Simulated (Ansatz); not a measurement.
Fluorite HfO2 (high-temperature phase) was calculated with r²SCAN+rVV10 (PAW; Ansatz, a quantum-chemistry and plane-wave program).

Run with plane-wave cutoff 500 eV, 14×14×14 k mesh, Fermi–Dirac smearing 0.05 eV, scalar-relativistic PAW data made under PBE.

Cell (relaxed at this level):

```
HfO2
1.0
    0.00000     2.52353     2.52353
    2.52353     0.00000     2.52353
    2.52353     2.52353     0.00000
Hf O
1 2
Cartesian
  0.00000   0.00000   0.00000
  3.78529   3.78529   3.78529
  1.26176   1.26176   1.26176
```

Q: Estimate the band gap that the calculation returns.

A: 
band gap: 4.28 eV (on the SCF k mesh)

Note: symmetry holds this phase in the static calculation, where it need not be a minimum; held by symmetry at 0 K, a high-temperature phase can be a saddle point.

Spin–orbit coupling is not included.

Computed values are for the static lattice.

The result took very roughly 40 core-seconds.
